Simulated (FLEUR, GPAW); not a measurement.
A FLEUR input for a self-consistent single point of ZnCo2 (P-3m1, 3 atoms in the cell) (DFT, PBEsol, all-electron FLAPW (FLEUR), scalar-relativistic valence):

Input of the input generator:

```
ZnCo2
&input film=f /
4.8892311143 0.0000001383 0.0000000000
-2.4446156769 4.2341982808 0.0000000000
0.0000000000 0.0000000000 11.8105974166
1.0
1.0 1.0 1.0

3
30 0.0000000000 0.0000000000 -0.0000000000 : 0.00
27 0.3333333333 0.6666666667 0.6532700000 : 3.00
27 0.6666666667 0.3333333333 0.3467300000 : 3.00

&comp jspins=2 /
&exco xctyp='PBEs' /
&kpt div1=10 div2=10 div3=4 gamma=t /
&end /
```

```xml
<?xml version="1.0" encoding="UTF-8" standalone="no"?>
<fleurInput fleurInputVersion="0.39">
   <comment>
      ZnCo2                                                                                               
   </comment>
   <calculationSetup>
      <cutoffs Kmax="3.8" Gmax="15.2" GmaxXC="15.2" numbands="0"/>
      <scfLoop itmax="100" minDistance="0.00001" maxIterBroyd="40" imix="Anderson" alpha="0.05" precondParam="0.0" spinf="2.0"/>
      <coreElectrons ctail="T" frcor="F" kcrel="0" coretail_lmax="0"/>
      <xcFunctional name="PBEs" relativisticCorrections="F"/>
      <magnetism jspins="2"/>
      <soc l_soc="F" theta="0.0" phi="0.0" spav="F"/>
      <expertModes spex="0" secvar="F"/>
      <geometryOptimization l_f="T" forcealpha="1.0" forcemix="BFGS" epsdisp="0.00001" epsforce="0.00001"/>
      <ldaU l_linMix="F" mixParam="0.05" spinf="1.0"/>
   </calculationSetup>
   <cell>
      <bzIntegration valenceElectrons="42.0" mode="gauss" fermiSmearingEnergy="0.00367493">
         <kPointListSelection listName="default-1"/>
         <!-- k-points included here -->
         <xi:include xmlns:xi="http://www.w3.org/2001/XInclude" href="kpts.xml"> </xi:include>
      </bzIntegration>
      <!-- symmetry operations included here -->
      <xi:include xmlns:xi="http://www.w3.org/2001/XInclude" href="sym.xml"> </xi:include>
      <bulkLattice scale="1.0">
         <bravaisMatrix>
            <row-1>    4.8892311143000002     0.0000001383000000     0.0000000000000000</row-1>
            <row-2>   -2.4446156768999998     4.2341982808000003     0.0000000000000000</row-2>
            <row-3>    0.0000000000000000     0.0000000000000000    11.8105974166000003</row-3>
         </bravaisMatrix>
      </bulkLattice>
   </cell>
   <atomSpecies>
      <species name="Zinc (Zn)" element="Zn" atomicNumber="30">
         <mtSphere radius="2.28" gridPoints="787" logIncrement="0.016"/>
         <atomicCutoffs lmax="8" lnonsphr="6"/>
         <electronConfig flipSpins="F">
            <coreConfig>(1s1/2) (2s1/2) (2p1/2) (2p3/2) (3s1/2) (3p1/2) (3p3/2)</coreConfig>
            <valenceConfig>(4s1/2) (3d3/2) (3d5/2)</valenceConfig>
         </electronConfig>
         <energyParameters s="4" p="4" d="3" f="4"/>
         <lo type="HELO" l="2" n="4" eDeriv="0"/>
      </species>
      <species name="Cobalt (Co3.000" element="Co" atomicNumber="27">
         <mtSphere radius="2.15" gridPoints="741" logIncrement="0.016"/>
         <atomicCutoffs lmax="8" lnonsphr="6"/>
         <electronConfig flipSpins="F">
            <coreConfig>(1s1/2) (2s1/2) (2p1/2) (2p3/2) (3s1/2)</coreConfig>
            <valenceConfig>(3p1/2) (3p3/2) (4s1/2) (3d3/2) (3d5/2)</valenceConfig>
            <stateOccupation state="(3d3/2)" spinUp="2.0" spinDown="0.8"/>
            <stateOccupation state="(3d5/2)" spinUp="3.0" spinDown="1.2"/>
         </electronConfig>
         <energyParameters s="4" p="4" d="3" f="4"/>
         <lo type="SCLO" l="1" n="3" eDeriv="0"/>
      </species>
   </atomSpecies>
   <atomGroups>
      <atomGroup species="Zinc (Zn)">
         <relPos label="                   1">.0000000000 .0000000000 .0000000000</relPos>
         <force calculate="T" relaxXYZ="TTT"/>
      </atomGroup>
      <atomGroup species="Cobalt (Co3.000">
         <relPos label="                   2">1.000/3.000 -1.000/3.000 -.3467300000</relPos>
         <relPos label="                   3">-1.000/3.000 1.000/3.000 .3467300000</relPos>
         <force calculate="T" relaxXYZ="TTT"/>
      </atomGroup>
   </atomGroups>
   <output dos="F" band="F" slice="F">
      <checks vchk="F" cdinf="F"/>
      <bandDOS minEnergy="-.5*Htr" maxEnergy="0.5*Htr" sigma="0.015" storeEVData="T"/>
      <vacuumDOS vacdos="F" integ="F" star="F" nstars="0" locx1="0.0" locy1="0.0" locx2="0.0" locy2="0.0" nstm="0" tworkf="0.0"/>
      <unfoldingBand unfoldBand="F" supercellX="1" supercellY="1" supercellZ="1"/>
      <plotting iplot="0" polar="F">
         <plot TwoD="T" vec1="  1.0  0.0  0.0" vec2="  0.0  1.0  0.0" vec3="  0.0  0.0  1.0" zero="  0.0  0.0  0.0" file="plot"/>
      </plotting>
      <chargeDensitySlicing numkpt="0" minEigenval="0.0" maxEigenval="0.0" nnne="0" pallst="F"/>
      <specialOutput eonly="F"/>
      <magneticCircularDichroism mcd="F" energyLo="-10.0" energyUp="0.0"/>
   </output>
  <!-- We include the file relax.xml here to enable relaxations (see documentation) -->
  <xi:include xmlns:xi="http://www.w3.org/2001/XInclude" href="relax.xml"> <xi:fallback/> </xi:include>
</fleurInput>
```

Task: Translate this input to GPAW.

Result: One input that does it (others would too):

```python
from ase import Atoms
from ase.units import GPa
from gpaw import GPAW, PW

atoms = Atoms(['Zn', 'Co', 'Co'],
              cell=[[2.587270, 0.000000, 0.000000],
                    [-1.293635, 2.240641, 0.000000],
                    [0.000000, 0.000000, 6.249899]],
              scaled_positions=[[0.000000, 0.000000, 0.000000],
                                [0.333333, 0.666667, 0.653270],
                                [0.666667, 0.333333, 0.346730]],
              pbc=True)

atoms.set_initial_magnetic_moments([0.0, 3.0, 3.0])

calc = GPAW(spinpol=True,
            mode=PW(850),
            xc='PBEsol',
            kpts={'size': (10, 10, 4), 'gamma': True},
            occupations={'name': 'methfessel-paxton', 'width': 0.1, 'order': 0},
            nbands=-7,
            convergence={'density': 1e-05},
            symmetry={'symmorphic': False, 'tolerance': 0.0005},
            maxiter=100)

atoms.calc = calc

energy = atoms.get_potential_energy()
print('Energy (eV):', round(energy, 6))
forces = atoms.get_forces()
print('Forces (eV/Ang):')
print(forces.round(5))
stress = atoms.get_stress()
print('Stress (GPa, Voigt):', (stress / GPa).round(4))
```

Basis, cutoffs, solver keys and any potentials are the target program's own. This input uses DFT PBEsol, plane waves, GPAW PAW datasets PBEsol (made by gpaw-setup).

The starting cell comes from a database of computed structures (which also holds hypothetical and non-ambient phases and stackings), without a prior relaxation at this level. Its lattice was rescaled by a random factor within 2.5 % of one.
